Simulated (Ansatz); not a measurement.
A thin film of GaP in the zinc blende structure is deposited stress-free at 950 K on a thick substrate of Si (diamond, Fd-3m) and cooled to 300 K. Take the in-plane direction as the cubic or basal-plane axis of each crystal, and these free lattice constants from quasi-harmonic approximation on LDA density-functional theory in Ansatz (plane waves, PAW).

```tsv
crystal	a at 300 K (Å)	a at 950 K (Å)
GaP	5.40330	5.42513
Si	5.41145	5.42451
```

 Spin-orbit coupling is not included.

Task: What in-plane thermal strain does the film carry at 300 K, and is it tensile or compressive?

Result: With logarithmic strains ln(a_hot/a_300): left free, the film would shrink by 0.403 % and the substrate by 0.241 %. The film is held to the substrate, so its strain is 0.162 %: tensile. Plastic relief and phase changes are ignored.

Ansatz is an electronic-structure program.
